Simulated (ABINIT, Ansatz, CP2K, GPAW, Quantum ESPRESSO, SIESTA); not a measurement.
# One structure in several programs: ScGe (Cmcm, 4 atoms in the cell)

Self-consistent single point.

```xyz
4
Lattice="1.9555 -4.9266 0.0000 1.9555 4.9266 0.0000 0.0000 0.0000 3.6821" Properties=species:S:1:pos:R:3 pbc="T T T"
Sc     1.9555    -3.5768     2.7616
Sc     1.9555     3.5768     0.9205
Ge     1.9555    -0.8820     2.7616
Ge     1.9555     0.8820     0.9205
```

All programs got the same cell, k-point mesh and kind of occupations (in Ansatz's words: kpoints.mp_grid.grid = 7 7 7; scf.occupations.method = fermi_dirac; scf.occupations.width = 0.1 eV); potentials, basis and cutoffs are each program's usual ones.

```csv
code,model,pressure (GPa),largest force (eV/Å),k-points,cutoff
GPAW,"PBEsol, GPAW PAW datasets PBEsol (made by gpaw-setup)",5.27,0.047,64,850 eV
ABINIT,"PBEsol, norm-conserving pseudopotentials (PseudoDojo nc-sr-04 PBEsol standard)",5.06,0.016,64,1061 eV
CP2K,"PBEsol, GPW, DZVP-MOLOPT-SR-GTH basis, GTH-PBE potentials (GTH_POTENTIALS)",7.69,0.206,172,grid 600 Ry
Quantum ESPRESSO,"PBEsol, GBRV 1.5 ultrasoft (PBESOL) pseudopotentials",4.93,0.009,64,50 Ry
SIESTA,"GGA PBEsol, numerical atomic orbitals DZP, PseudoDojo PBEsol standard norm-conserving potentials (rewritten from UPF to PSML)",5.18,0.377,172,grid 400 Ry
Ansatz,"PBEsol, PAW files made with PBE",5.03,0.005,64,default
```

The spread over the programs that give each value: pressure within 2.76 GPa; largest force within 0.372 eV/Å.

The starting cell comes from a database of computed structures (which also holds hypothetical and non-ambient phases and stackings), without a prior relaxation at this level. Its lattice was rescaled by a random factor within 2.5 % of one. On Ansatz's run: In the base run, with a pressure of about 5 GPa the cell is away from its equilibrium volume at this level.

Q: Why do the programs differ, and what cannot be compared?

A: Differences of this kind can come from the potentials, where these differ, and from what each basis and cutoff leave unconverged. The valence holds different numbers of electrons (GPAW 30, ABINIT 50, CP2K 30, Quantum ESPRESSO 50, SIESTA 50, Ansatz (a first-principles code) 50). The zero of total energies and Fermi levels follows the potentials and each program's conventions, so they are not compared here. CP2K and SIESTA use small atom-centred bases, whose incompleteness enters pressures, forces and empty levels differently from a plane-wave cutoff. Ansatz's pressure is given at a fixed set of plane waves, as the other plane-wave codes print theirs. The programs reduce the same mesh by symmetry to different extents, which changes the work and not the result. In the pressure, CP2K (by 2.64) lies more than 1 GPa from the median of the plane-wave programs. In the force vectors, CP2K (by 0.193) and SIESTA (by 0.364) lie more than 0.08 eV/Å from the median of the plane-wave programs.

Left out of this page: Elk (not drawn, or without a comparable value); FLEUR (with a known weakness of the program).

Keys are those of Ansatz 0.2.
